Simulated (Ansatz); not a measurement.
**The (000-1) surface of wurtzite CdSe, Se-terminated, 2x2 with 2 F on 4 top atoms (bottom of the slab: 2 H on 4 bottom sites)**

Method: PBE (plane waves to 420 eV, PAW; Ansatz, a first-principles code).

Slab: 36 atoms, 15.2 Å thick at the start with caps and adatoms; k 3x3x1, smearing 0.025 eV, dipole-corrected; 8 atoms held, the rest relaxed; no symmetry held; no spin, no spin-orbit, no U. It is one candidate, not shown to be the stable structure of the face.

- gap of the slab on its k-mesh = 1.10 eV
- highest filled level below the top vacuum level = 6.66 eV
- energy released by relaxation = 1.79 eV
- cost = very roughly 40 core-minutes
